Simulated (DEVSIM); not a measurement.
Structure: abrupt Si p-n junction, at 350 K.

| layer (left to right) | material | thickness (μm) | Nd (cm⁻³) | Na (cm⁻³) | τn (s) | τp (s) |
|---|---|---|---|---|---|---|
| 1 | Si | 0.110 | - | 2.3e17 | 0.00027 | 0.00027 |
| 2 | Si | 220 | 2.8e16 | - | 0.00027 | 0.00027 |

Left contact: ohmic. Right contact: ohmic. Voltage is applied to the left contact. Recombination: SRH at mid-gap. Mobility is constant in doping.

The device is made up for the run: typed textbook-type constants, with dimensions and the other settings drawn at random. Values at 300 K; Nc and Nv go as T^1.5, mobilities as T to minus their exponent, the gap by Varshni's rule with the affinity fixed.

```
parameter               Si
----------------  --------
gap (eV)             1.124
affinity (eV)         4.05
permittivity          11.7
Nc (cm⁻³)          2.86e19
Nv (cm⁻³)           3.1e19
μn (cm²/Vs)           1417
μp (cm²/Vs)            470
T exponent of μn       2.3
T exponent of μp       2.2
Varshni α (eV/K)  0.000473
Varshni β (K)          636
```

DEVSIM, 1D drift-diffusion, Boltzmann statistics, complete ionisation; no tunnelling, impact ionisation, image-force lowering or self-heating.

The doping Nd of layer 2 was swept, all else fixed.

| doping Nd of layer 2 (cm^-3) | largest field in the device at zero bias (V/cm) | potential step across the device at zero bias (V) | dark forward voltage at 1 A/cm² (V) |
|---|---|---|---|
| 8.4e14 | 30000 | 0.634 | 0.566 |
| 2.8e15 | ? | 0.670 | ? |
| 8.4e15 | 45000 | 0.704 | 0.473 |
| 2.8e16 | 73000 | 0.740 | 0.458 |
| 8.4e16 | 120000 | 0.773 | 0.452 |
| 2.8e17 | 170000 | 0.809 | 0.447 |
| 8.4e17 | 210000 | 0.842 | 0.443 |

Fill in the missing entries.


- 2.8e15, largest field in the device at zero bias (V/cm): 34000
- 2.8e15, dark forward voltage at 1 A/cm² (V): 0.501
